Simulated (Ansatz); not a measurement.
The structure below was relaxed with PBEsol (Ansatz, a program for electronic structure), scalar-relativistic without spin-orbit coupling, at pressure 4.5 GPa.

```yaml
crystal:
  lattice:
    - [4.03723, 0.00000, -0.02908]
    - [0.00000, 3.88292, 0.00000]
    - [-1.48718, 0.00000, 5.41147]
  atoms:
    - { symbol: Rb, position: [0.16856, 0.25000, 0.28769] }
    - { symbol: Rb, position: [0.83144, 0.75000, 0.71231] }
    - { symbol: H, position: [0.49844, 0.25000, 0.94922] }
    - { symbol: H, position: [0.50156, 0.75000, 0.05078] }
    - { symbol: O, position: [0.34439, 0.25000, 0.78224] }
    - { symbol: O, position: [0.65561, 0.75000, 0.21776] }
```

Find the space group and the Wyckoff positions.

Space group P2₁/m (No. 11); a = 4.037 Å, b = 3.883 Å, c = 5.612 Å, α = 90.00°, β = 105.78°, γ = 90.00°

```
atom  site  symmetry       x       y       z
----  ----  --------  ------  ------  ------
Rb      2e         m  0.1686  0.2500  0.2877
H       2e         m  0.5016  0.7500  0.0508
O       2e         m  0.3444  0.2500  0.7822
```

Load acts through the strain it causes; cell and atoms are relaxed under it. Whether these cells are dynamically stable was not tested. The cell was made from RbOH (space group P2_1/m, No. 11; a cell from a computed database, its experimental status unchecked) by this change: pressure 4.5 GPa.
